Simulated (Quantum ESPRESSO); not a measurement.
Quantum ESPRESSO run on SrHI (P1, 6 atoms in the cell): self-consistent single point.

Method: LDA (PW92), PseudoDojo standard norm-conserving (LDA) pseudopotentials (plane waves; Quantum ESPRESSO).

The change in words: lattice scaled by 0.98. Reference geometry:
```xyz
6
Lattice="4.2896 0.0000 0.0000 0.0000 4.2896 0.0000 0.0000 0.0000 9.0978" Properties=species:S:1:pos:R:3 pbc="T T T"
Sr    -0.0209     2.1306     1.2890
Sr     2.1410    -0.0004     7.7710
H      2.1842     2.1380     0.0058
H     -0.0178     0.0101     0.0099
I     -0.0016     2.1477     6.2325
I      2.1495     0.0084     2.8874
```

Reference input (self-consistent single point, DFT, LDA (PW92), plane waves, PseudoDojo standard norm-conserving (LDA) pseudopotentials): ecutwfc = 75 Ry; occupations = fixed; potentials = {Sr: Sr.upf, H: H.upf, I: I.upf}; K_POINTS = automatic 4 4 2 0 0 0; nbnd = 24; conv_thr = 1e-10 Ry; mixing_beta = 0.4. This run's input differs from it in these lines:

```diff
@@ -25,5 +25,5 @@
 CELL_PARAMETERS {angstrom}
-   4.2895700000     0.0000000000     0.0000000000
-   0.0000000000     4.2895700000     0.0000000000
-   0.0000000000     0.0000000000     9.0978100000
+   4.2037790000     0.0000000000     0.0000000000
+   0.0000000000     4.2037790000     0.0000000000
+   0.0000000000     0.0000000000     8.9158540000
 ATOMIC_POSITIONS {crystal}
```

Output, abridged:

```
     Self-consistent Calculation

     iteration #  1     ecut=    75.00 Ry     beta= 0.40

     Threshold (ethr) on eigenvalues was too large:
     Diagonalizing with lowered threshold

     total energy              =    -191.91941917 Ry
     estimated scf accuracy    <       0.33392474 Ry

     iteration #  2     ecut=    75.00 Ry     beta= 0.40

     total energy              =    -191.97102741 Ry
     estimated scf accuracy    <       0.06552057 Ry

     iteration #  3     ecut=    75.00 Ry     beta= 0.40

     total energy              =    -191.97947008 Ry
     estimated scf accuracy    <       0.00752091 Ry

   [... 7 blocks of this kind left out ...]

     iteration # 11     ecut=    75.00 Ry     beta= 0.40

     total energy              =    -191.98069956 Ry
     estimated scf accuracy    <          2.3E-10 Ry

     iteration # 12     ecut=    75.00 Ry     beta= 0.40
     End of self-consistent calculation

     highest occupied, lowest unoccupied level (ev):     4.3899    7.5076

!    total energy              =    -191.98069956 Ry
     estimated scf accuracy    <          1.0E-11 Ry

     convergence has been achieved in  12 iterations

     Forces acting on atoms (cartesian axes, Ry/au):

     atom    1 type  1   force =     0.00566487    0.00326861    0.00823590
     atom    2 type  1   force =    -0.00008570   -0.00023803   -0.00059811
     atom    3 type  2   force =    -0.00557301    0.00045408   -0.00255313
     atom    4 type  2   force =     0.00135769   -0.00195949   -0.00263355
     atom    5 type  3   force =     0.00009602   -0.00019227    0.00159986
     atom    6 type  3   force =    -0.00145987   -0.00133291   -0.00405097

     Total force =     0.013578     Total SCF correction =     0.000007

          total   stress  (Ry/bohr**3)                   (kbar)     P=      -10.72
  -0.00006757   0.00000028   0.00000520           -9.94        0.04        0.77
   0.00000028  -0.00006843   0.00000234            0.04      -10.07        0.34
   0.00000520   0.00000234  -0.00008268            0.77        0.34      -12.16

   JOB DONE.
```

The run converged in 12 iterations. Against the reference run the free energy drops by 19.4 meV/atom, the pressure goes from -2.64 to -1.07 GPa, the largest force hardly changes (0.263 to 0.270 eV/Å) and the gap on the mesh goes from 3.131 to 3.118 eV.

The starting cell comes from a database of computed structures (which also holds hypothetical and non-ambient phases and stackings), without a prior relaxation at this level. Its atoms were displaced at random from the sites of space group no. 129. For this run, on top of that: lattice scaled by 0.98. Spin-orbit coupling is off.

Cost on one core of a shared machine: roughly 2 min.
